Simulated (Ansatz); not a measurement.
Bond-angle distributions (per cent of the angles at each element, bins of 10°) of a relaxed model of amorphous Si30N44Zr3 at 3.30 g/cm³. The numbers are results of PBE, scalar-relativistic without spin-orbit coupling (plane waves to 420 eV, PAW; Ansatz, an electronic-structure program), not measurements.

It comes from a melt-quench run on a machine-learned potential (CHGNet), relaxed afterwards by DFT. N atoms were pushed apart under 1.9 Å during the dynamics, to hinder bonds among them. The hot cell started wider than the set density and was brought back towards it in steps. It is the lowest in DFT energy of 2 quenches. It is a model cell: composition and starting density were chosen by hand, and all elements were melted together. No dispersion term was used. Its density started from a set value of 3.30 and ended at 3.30 g/cm³. The quench (nominally 380 K/ps over its main leg) was far faster than any real one, so the model tends to hold more defects than a real film. One small periodic cell is one sample of the glass; other quenches scatter about these values. Volume and shape were free in the relaxation.

Cut-offs for bonds: Si-Si 2.60 Å, Si-N 2.32 Å, Si-Zr 2.93 Å, N-N 1.70 Å, N-Zr 2.71 Å, Zr-Zr 3.41 Å. Two cations that share two anions don't count as bonded, nor two that share one unless they lie closer than Si-Si 2.38 Å, Si-Zr 2.85 Å, Zr-Zr 3.32 Å.

```csv
angle (°),at Si,at N,at Zr
50-60,0,0,0
60-70,0,0,11
70-80,1,1,11
80-90,7,9,19
90-100,14,10,6
100-110,28,15,14
110-120,35,27,14
120-130,12,16,6
130-140,1,18,8
140-150,2,3,8
150-160,1,1,3
160-170,0,0,0
170-180,0,0,0
```

They go with these counts of neighbours within the cut-offs, cation contacts included: Si mean 4.1, most often 4; N mean 3.1, most often 3; Zr mean 5.3, most often 6.
